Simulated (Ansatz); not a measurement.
Base system: Au in the fcc (Cu type) structure (space group Fm-3m, No. 225; a = 4.0829 Å; relaxed with 0.1 eV smearing). Axes: x, y, z lie along the cube axes.

Method: PBEsol/PAW in Ansatz (a quantum-chemistry and plane-wave program), no spin-orbit coupling, earlier PAW set.

Now apply this change: tensile biaxial strain of 1.97 % in the plane normal to [111], as in epitaxy on a mismatched substrate; the out-of-plane cell vector and the atoms relax.

**Question.** What does the calculation give for the out-of-plane strain and energy relative to the base after the change?

**Answer.** The out-of-plane strain amounts to -2.63 %; the energy grows by 6.2 meV/atom.

No phonon test of stability was made.
